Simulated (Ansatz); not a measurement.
Consider BP (space group P4_2/mnm, No. 136; a = 5.5323 Å, c = 3.1873 Å; a hypothetical phase, not in the database extracts checked).

It is then changed as follows: a hydrostatic pressure of 7.5 GPa.

Levels (all Ansatz, a quantum-chemistry and plane-wave program, PAW): PBEsol (420 eV, no spin-orbit coupling); HSE06 (420 eV, no SOC).

The geometry is relaxed with PBEsol.

| Item | Result |
|---|---|
| PBEsol lowest conduction level above the VBM at special points | Γ 1.11 eV; Z 1.28 eV; R 1.37 eV |

**Question.** Predict the lowest conduction level above the VBM at special points from HSE06.

**Answer.** The lowest conduction level above the VBM at special points goes from Γ 1.11 eV; Z 1.28 eV; R 1.37 eV to Γ 1.94 eV; Z 2.13 eV; R 2.21 eV.

Single points use the geometry relaxed with PBEsol. HSE06 gaps are upper bounds (no full band path). The levels and masses belong to the bands next to the band gap. Load acts through the strain it causes; cell and atoms are relaxed under it. Whether these cells are dynamically stable was not tested. Competing high-pressure phases were not computed.
